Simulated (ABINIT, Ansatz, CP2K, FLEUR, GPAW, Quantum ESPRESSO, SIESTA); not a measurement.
**Code comparison for MgH₂ (P4_2/mnm, 6 atoms in the cell)**

Self-consistent single point.

```xyz
6
Lattice="4.5200 0.0000 0.0000 0.0000 4.5200 0.0000 0.0000 0.0000 3.0200" Properties=species:S:1:pos:R:3 pbc="T T T"
Mg     0.0000     0.0000     0.0000
Mg     2.2600     2.2600     1.5100
H      1.3741     1.3741     0.0000
H      3.6341     0.8859     1.5100
H      0.8859     3.6341     1.5100
H      3.1459     3.1459     0.0000
```

All programs got the same cell, k-point mesh and kind of occupations (in Ansatz's words: kpoints.mp_grid.grid = 5 5 7; scf.occupations.method = fermi_dirac; scf.occupations.width = 0.01 eV); potentials, basis and cutoffs are each program's usual ones.

```tsv
code	model	pressure (GPa)	largest force (eV/Å)	gap on the mesh (eV)	k-points	cutoff
ABINIT	PBE, norm-conserving pseudopotentials (PseudoDojo nc-sr-05 PBE standard)	-0.16	0.015	3.925	24	42 Ha
Quantum ESPRESSO	PBE, GBRV 1.5 ultrasoft (PBE) pseudopotentials	-0.23	0.016	3.928	24	40 Ry
FLEUR	PBE, all-electron FLAPW (FLEUR), scalar-relativistic valence	–	0.017	3.930	24	Kmax 4.4 1/bohr
GPAW	PBE, GPAW PAW datasets PBE (gpaw-data 1.0.1)	-0.28	0.018	3.934	24	850 eV
Ansatz	PBE, default PAW files	-0.33	0.018	3.932	24	default
SIESTA	GGA PBE, numerical atomic orbitals DZP, PseudoDojo PBE standard norm-conserving potentials (rewritten from UPF to PSML)	0.75	0.027	3.887	88	grid 350 Ry
CP2K	PBE, GPW, DZVP-MOLOPT-SR-GTH basis, GTH-PBE potentials (GTH_POTENTIALS)	-1.52	0.086	3.377	88	grid 1000 Ry
```

A dash marks a value that a program does not give, or that is left out as unsure.

Gaps are read on the mesh. Another mesh or the band path gives a smaller gap, so these values are not converged in the mesh.

The spread over the programs that give each value: pressure within 2.27 GPa; largest force within 0.071 eV/Å; gap on the mesh within 0.557 eV.

The starting cell has typed, rounded lattice constants, without a prior relaxation at this level. On Ansatz's run: Another mesh or the band path of this cell gives a smaller gap, so this value is not converged in the mesh.

**Question.** Why do the programs differ, and what cannot be compared?

**Answer.** Differences of this kind can come from the potentials, where these differ, and from what each basis and cutoff leave unconverged. The zero of total energies and Fermi levels follows the potentials and each program's conventions, so they are not compared here. SIESTA and CP2K use small atom-centred bases, whose incompleteness enters pressures, forces and empty levels differently from a plane-wave cutoff. FLEUR treats all electrons, but the usual bases taken here (sphere radii, linearisation, local orbitals, empty states) were not tested for convergence, so the values are no reference for the others. Ansatz's pressure is given at a fixed set of plane waves, as the other plane-wave codes print theirs; with its correction for the finite basis it is -0.21 GPa. The programs reduce the same mesh by symmetry to different extents, which changes the work and not the result. In the pressure, CP2K (by 1.27) lies more than 1 GPa from the median of the plane-wave programs. In the gap, CP2K (by 0.554) lies more than 0.12 eV from the median of the plane-wave programs. In the force vectors, CP2K (by 0.103) lies more than 0.08 eV/Å from the median of the plane-wave programs.

Ansatz is a quantum-chemistry and plane-wave program.

Keys are those of Ansatz 0.2.
